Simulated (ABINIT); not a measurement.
A self-consistent single point of Ta₂Si (I4/mcm, 6 atoms in the cell) with ABINIT.

Computed with PBEsol, PAW (JTH v2.0 PBE PAW, files made for PBE) (plane waves; ABINIT).

```xyz
6
Lattice="-3.0878 3.0878 2.5236 3.0878 -3.0878 2.5236 3.0878 3.0878 -2.5236" Properties=species:S:1:pos:R:3 pbc="T T T"
Ta     2.0775     1.0103     2.5236
Ta     1.0103     2.0775     0.0000
Ta    -1.0103     2.0775     2.5236
Ta     4.0980     1.0103     0.0000
Si     0.0000     0.0000     1.2618
Si     0.0000     0.0000     3.7855
```

Reference input (self-consistent single point, DFT, LDA (PW92), plane waves, PAW (JTH v2.0 LDA PAW)): pseudos = [Ta.LDA_PW-JTH.xml, Si.LDA_PW-JTH.xml]; ecut = 544 eV; pawecutdg = 1088 eV; pawxcdev = 0; occopt = 7; tsmear = 0.1 eV; ngkpt = 7 7 7; nshiftk = 1; shiftk = 0 0 0; potentials = JTH v2.0 LDA PAW; nband = 39; kptopt = 1. This run's input differs from it in these lines:

```diff
@@ -1,4 +1,4 @@
-# Ta2Si, JTH v2.0 LDA PAW
+# Ta2Si, JTH v2.0 PBE PAW
 pp_dirpath "./"
-pseudos "Ta.LDA_PW-JTH.xml, Si.LDA_PW-JTH.xml"
+pseudos "Ta.GGA_PBE-JTH.xml, Si.GGA_PBE-JTH.xml"
 acell 5.0435448090 5.0435448090 5.0435448090 Angstrom
@@ -23,2 +23,3 @@
 pawxcdev 0
+ixc -116133
 occopt 7
```

Its files differ too (potentials: JTH v2.0 LDA PAW → JTH v2.0 PBE PAW).

The program printed (abridged):

```
--- !BeginCycle
solver: {iscf: 17, nstep: 80, nline: 4, wfoptalg: 10, }
tolerances: {toldfe: 1.00E-09, }
...

     iter   Etot(hartree)      deltaE(h)  residm     nres2
 ETOT  1  -240.96495530674    -2.410E+02 3.889E+00 5.406E+00
 ETOT  2  -244.21814681741    -3.253E+00 6.346E-02 2.962E+00
 ETOT  3  -244.21142815377     6.719E-03 2.442E-02 2.379E-01
 ETOT  4  -244.21312679225    -1.699E-03 9.142E-03 1.781E-02
 ETOT  5  -244.21377468263    -6.479E-04 4.383E-03 3.373E-03
   [... 30 lines left out ...]
 ETOT 36  -244.21435586440    -1.479E-09 2.786E-05 9.280E-09
 ETOT 37  -244.21435586557    -1.171E-09 2.111E-05 5.876E-09
 ETOT 38  -244.21435586641    -8.316E-10 2.457E-05 4.101E-10
 ETOT 39  -244.21435586704    -6.367E-10 1.950E-05 3.132E-11
 At SCF step   39, etot is converged :
  for the second time, diff in etot=  6.367E-10 < toldfe=  1.000E-09

 Cartesian components of stress tensor (hartree/bohr^3)
  sigma(1 1)=  1.20453333E-04  sigma(3 2)=  0.00000000E+00
  sigma(2 2)=  1.20453333E-04  sigma(3 1)=  0.00000000E+00
  sigma(3 3)=  8.23038454E-05  sigma(2 1)=  0.00000000E+00

 ----iterations are completed or convergence reached----

 reduced coordinates (array xred) for    6 atoms
       0.663590000019      0.836410000025      0.500000000000
       0.336410000025      0.163590000019      0.500000000000
       0.836410000025      0.336410000025      0.172820000006
       0.163590000019      0.663590000019      0.827179999994
       0.250000000022      0.250000000022      0.000000000000
       0.750000000022      0.750000000022      0.000000000000
   [... lines left out ...]
 Fermi (or HOMO) energy (hartree) =   0.14305   Average Vxc (hartree)=  -0.46015
   [... lines left out ...]
'-kT*entropy'       : -7.65426359506725E-04
total_energy        : -2.44214356061697E+02
total_energy_eV     : -6.64541058691757E+03
...

-Cartesian components of stress tensor (GPa)         [Pressure= -3.1697E+00 GPa]
- sigma(1 1)=  3.54385881E+00  sigma(3 2)=  0.00000000E+00
- sigma(2 2)=  3.54385881E+00  sigma(3 1)=  0.00000000E+00
- sigma(3 3)=  2.42146233E+00  sigma(2 1)=  0.00000000E+00

 Calculation completed.
```

The run converged in 39 iterations. Against the reference run the pressure goes from -7.97 to -3.17 GPa and the largest force goes from 0.059 to 0.093 eV/Å.

The starting cell comes from a database of computed structures (which also holds hypothetical and non-ambient phases and stackings), without a prior relaxation at this level. Spin polarisation is off. The potentials were made for another functional than the one used. With a pressure of about -3 GPa the cell is away from its equilibrium volume at this level.

Cost on one core of a shared machine: roughly 8 min.
